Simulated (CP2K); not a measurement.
# A self-consistent single point of KHgF3 (Cmm2, 5 atoms in the cell) with CP2K

Method of the run: CP2K 2026.2 with LDA (Pade form), GPW, DZVP-MOLOPT-SR-GTH basis, GTH-PADE potentials (GTH_POTENTIALS).

The input file:

```
&GLOBAL
  PROJECT scf
  RUN_TYPE ENERGY_FORCE
  PRINT_LEVEL LOW
&END GLOBAL
&FORCE_EVAL
  METHOD Quickstep
  STRESS_TENSOR ANALYTICAL
  &DFT
    BASIS_SET_FILE_NAME BASIS_MOLOPT
    POTENTIAL_FILE_NAME GTH_POTENTIALS
    &QS
      METHOD GPW
      EPS_DEFAULT 1E-10
    &END QS
    &MGRID
      CUTOFF 550
      REL_CUTOFF 60
      NGRIDS 5
    &END MGRID
    &SCF
      SCF_GUESS ATOMIC
      EPS_SCF 1E-6
      MAX_SCF 100
      ADDED_MOS 8
      &DIAGONALIZATION
        ALGORITHM STANDARD
      &END DIAGONALIZATION
      &MIXING
        METHOD BROYDEN_MIXING
        ALPHA 0.2
        NBUFFER 12
      &END MIXING
    &END SCF
    &KPOINTS
      SCHEME MONKHORST-PACK 3 3 3
    &END KPOINTS
    &XC
      &XC_FUNCTIONAL PADE
      &END XC_FUNCTIONAL
    &END XC
    &PRINT
      &MO
        EIGENVALUES T
        OCCUPATION_NUMBERS T
        NDIGITS 8
        FILENAME mo
        &EACH
          QS_SCF 0
        &END EACH
        ADD_LAST NUMERIC
      &END MO
      &MULLIKEN OFF
      &END MULLIKEN
    &END PRINT
  &END DFT
  &SUBSYS
    &CELL
      A 4.51900100 0.00000000 0.00000000
      B -0.00864400 4.51899300 0.00000000
      C 0.00000000 0.00000000 4.51081700
      PERIODIC XYZ
    &END CELL
    &COORD
      K        0.00000000     0.00000000     2.30540640
      Hg       2.25517850     2.25949650     0.00000000
      F       -0.00432200     2.25949650     0.00000000
      F        2.25950050     0.00000000     0.00000000
      F        2.25517850     2.25949650     2.25540850
    &END COORD
    &KIND K
      BASIS_SET DZVP-MOLOPT-SR-GTH-q9
      POTENTIAL GTH-PADE-q9
    &END KIND
    &KIND Hg
      BASIS_SET DZVP-MOLOPT-SR-GTH-q12
      POTENTIAL GTH-PADE-q12
    &END KIND
    &KIND F
      BASIS_SET DZVP-MOLOPT-SR-GTH-q7
      POTENTIAL GTH-PADE-q7
    &END KIND
  &END SUBSYS
  &PRINT
    &FORCES ON
    &END FORCES
    &STRESS_TENSOR ON
    &END STRESS_TENSOR
  &END PRINT
&END FORCE_EVAL
```

Output (repeated stretches shortened):

```
 GLOBAL| Method name                                                        CP2K
 GLOBAL| Project name                                                        scf
 GLOBAL| Run type                                                   ENERGY_FORCE

 TOTAL NUMBERS AND MAXIMUM NUMBERS

  Total number of            - Atomic kinds:                                   3
                             - Atoms:                                          5
                             - Shell sets:                                     5
                             - Shells:                                        28
                             - Primitive Cartesian functions:                 27
                             - Cartesian basis functions:                     87
                             - Spherical basis functions:                     78

  Maximum angular momentum of- Orbital basis functions:                        3
                             - Local part of the GTH pseudopotential:          2
                             - Non-local part of the GTH pseudopotential:      4

 SCF PARAMETERS         Density guess:                                    ATOMIC
                        max_scf:                                             100
                        max_diis:                                              4
                        eps_scf:                                        1.00E-06
                        eps_diis:                                       1.00E-01
                        eps_eigval:                                     1.00E-05
                        level_shift [a.u.]:                             0.000000
                        added MOs                                         8    0
                        Mixing method:                            BROYDEN_MIXING
                                                charge density mixing in g-space
                        No outer SCF

 Extrapolation method: initial_guess

 Number of electrons:                                                         42
 Number of occupied orbitals:                                                 21
 Number of molecular orbitals:                                                29

 Number of orbital functions:                                                 78
 Number of independent orbital functions:                                     78

 SCF WAVEFUNCTION OPTIMIZATION

  Step     Update method      Time    Convergence         Total energy    Change
     1 NoMix/Diag. 0.20E+00      -     2.09884391      -142.1202986869 -1.42E+02
     2 Broy./Diag. 0.20E+00      -     0.07789093      -138.9076348202  3.21E+00
     3 Broy./Diag. 0.20E+00      -     0.08660985      -141.2555721362 -2.35E+00
     4 Broy./Diag. 0.20E+00      -     0.01960531      -142.2964736653 -1.04E+00
     5 Broy./Diag. 0.20E+00      -     0.02033924      -141.7719245208  5.25E-01
     6 Broy./Diag. 0.20E+00      -     0.00543770      -142.0824203354 -3.10E-01
     7 Broy./Diag. 0.20E+00      -     0.00227195      -142.1027948286 -2.04E-02
   [... 3 lines left out ...]
    11 Broy./Diag. 0.20E+00      -     0.00003963      -142.1434577281  3.34E-04
    12 Broy./Diag. 0.20E+00      -     0.00003393      -142.1435390785 -8.14E-05
    13 Broy./Diag. 0.20E+00      -     0.00000144      -142.1435264322  1.26E-05
    14 Broy./Diag. 0.20E+00      -     0.00000139      -142.1435431516 -1.67E-05
    15 Broy./Diag. 0.20E+00      -     0.00000029      -142.1435424096  7.42E-07

  *** SCF run converged in    15 steps ***

  Electronic density on regular grids:        -41.9999999891        0.0000000109
  Core density on regular grids:               41.9999999975       -0.0000000025
  Total charge density on r-space grids:        0.0000000084
  Total charge density g-space grids:           0.0000000084

  Overlap energy of the core charge distribution:               0.00000000032424
  Self energy of the core charge distribution:               -318.15343668010058
  Core Hamiltonian energy:                                     88.98739045232165
  Hartree energy:                                             110.83683136649547
  Exchange-correlation energy:                                -23.81432754862182

  Total energy:                                              -142.14354240958104

 ENERGY| Total FORCE_EVAL ( QS ) energy [hartree]           -142.143543739828601

 FORCES| Atomic forces [hartree/bohr]
 FORCES|   Atom     x               y               z               |f|
 FORCES|      1 -9.36395475E-15 -1.58415348E-15  2.30283177E-04   2.30283177E-04
 FORCES|      2  1.73757742E-14  2.59361768E-14  5.80452431E-04   5.80452431E-04
 FORCES|      3  9.77063346E-15  2.10071001E-14 -5.02426522E-04   5.02426522E-04
 FORCES|      4  4.36292783E-14  1.31615443E-14 -5.02426546E-04   5.02426546E-04
 FORCES|      5  3.53882335E-14  2.69327524E-14  1.88581118E-04   1.88581118E-04
 FORCES| Sum     9.67999648E-14  8.54534202E-14 -5.53634152E-06
 FORCES| Total atomic force                                       5.53634152E-06

 STRESS| Analytical stress tensor [bar]
 STRESS|                        x                   y                   z
 STRESS|      x       -2.51969250890E+04   1.11381014857E+02  -5.18123567186E-08
 STRESS|      y        1.11381014857E+02  -2.51965435167E+04  -6.48909046176E-08
 STRESS|      z       -5.18123567186E-08  -6.48909046176E-08  -2.40588841489E+04
 STRESS| 1/3 Trace                                            -2.48174509182E+04
```

The run converged in 15 iterations.

The starting cell comes from a database of computed structures (which also holds hypothetical and non-ambient phases and stackings), without a prior relaxation at this level. Its lattice was rescaled by up to half a per cent. One atom was moved a little off its site on purpose. Values carry the incompleteness of an atom-centred basis.
